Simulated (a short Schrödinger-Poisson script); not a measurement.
MOS inversion layer, SiO2 on p-type Si(100)

System: MOS inversion layer, SiO2 on p-type Si(100), at 200 K.

| layer | material | thickness (nm) | Na (cm⁻³) |
|---|---|---|---|
| 1 | SiO2 | 1.4 | - |
| 2 | Si | 1100 | 1.5e17 |

The device is made up for the run: typed textbook-type constants, with dimensions and the other settings drawn at random. SiO2: permittivity 3.9, conduction-band edge (eV) 3.15, gap (eV) 9, electron mass (mₑ) 0.5. Si: permittivity 11.7, conduction-band edge (eV) 0, gap (eV) 1.124, Nv at 300 K (cm⁻³) 3.1e19.

Channel valleys (confinement mass, in-plane density-of-states mass, number): Δ2 0.916, 0.19, 2; Δ4 0.19, 0.417, 4. At the gate the conduction-band edge of layer 1 lies 3.56 eV − eVg above the Fermi level of the channel; the field vanishes at the back. Gaps are held at their typed values at every temperature. Mesh 0.03 nm at interfaces.

Solved with a short Schrödinger-Poisson script written for these runs: 1D Poisson equation in equilibrium, electrons quantum, Hartree (BenDaniel-Duke, 12 states a valley, the channel's in-plane mass for all, wave functions free to enter the dielectric), parabolic valleys, classical holes, full ionisation, no traps, pinning or gate leakage.

```csv
Vg (V),electrons (cm⁻²),C (μF/cm²),Δ2 E0 (meV),Δ2 E1 (meV),Δ4 E0 (meV),Δ4 E1 (meV)
0.3,2.46e6,0.116,249.4,292.4,283.0,354.5
0.35,3.62e7,0.114,202.8,246.6,237.0,310.0
0.4,5.34e8,0.115,156.1,200.8,190.9,265.3
0.45,7.68e9,0.169,109.9,155.4,145.3,221.1
0.5,8.05e10,0.581,69.0,115.6,105.2,182.4
0.55,3.42e11,1.16,43.1,91.7,80.8,159.6
0.6,7.46e11,1.45,28.3,79.4,68.0,148.3
0.65,1.22e12,1.59,18.4,72.0,60.2,141.9
0.7,1.73e12,1.68,10.9,67.1,54.6,137.8
0.75,2.26e12,1.73,4.7,63.5,50.4,134.9
0.8,2.80e12,1.78,-0.7,60.6,47.0,132.7
0.85,3.36e12,1.81,-5.4,58.3,44.1,131.0
0.9,3.93e12,1.84,-9.8,56.3,41.5,129.6
0.95,4.51e12,1.86,-13.8,54.6,39.2,128.5
1,5.09e12,1.88,-17.6,53.2,37.1,127.5
1.05,5.68e12,1.90,-21.2,51.9,35.2,126.7
1.1,6.28e12,1.91,-24.7,50.7,33.4,125.9
1.15,6.88e12,1.93,-28.0,49.6,31.7,125.3
1.2,7.48e12,1.94,-31.2,48.7,30.1,124.8
```

Gate voltages with under 1e6 electrons/cm² are left out.

Subbands count from the Fermi level.
